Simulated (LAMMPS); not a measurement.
Pressure dependence of Ni3Al (L1_2) at 990 K, from the crystal.

Model: classical MD, pair style meam, file MoCoNiVFeAlCr_2nn.meam (LAMMPS).

| P (GPa) | state | volume | coordination number of Al by Ni |
|---|---|---|---|
| 0 | crystal; no diffusion seen in 30 ps | 11.8158 ± 0.0004 Å³/atom | 12.0 (counted to 3.42 Å) |
| 2 | crystal; no diffusion seen in 30 ps | 11.664 ± 0.001 Å³/atom | 12.0 (counted to 3.46 Å) |
| 5 | crystal; no diffusion seen in 30 ps | 11.4565 ± 0.0004 Å³/atom | 12.0 (counted to 3.46 Å) |

Caution (rows 2; 5): a run this short can hold a crystal over, or a liquid under, the potential's own melting point, which these runs don't give.

Estimate the isothermal bulk modulus at zero pressure. A parabola P(ln V) through the three points gives −dP/d ln V = 150 GPa at zero pressure.

States go by the mean squared displacement: a species diffuses where it passes 1.5 Å², still rises and gives D over 1e-6 cm²/s; a crystal has left its structure where atoms lie 0.35 Å off their sites on average or a cubic box changes its shape by 3 %, or the axial ratios of another lie 8 % off the starting cell's, which the potential's own relaxation can also do.

Errors shown are sampling errors alone.
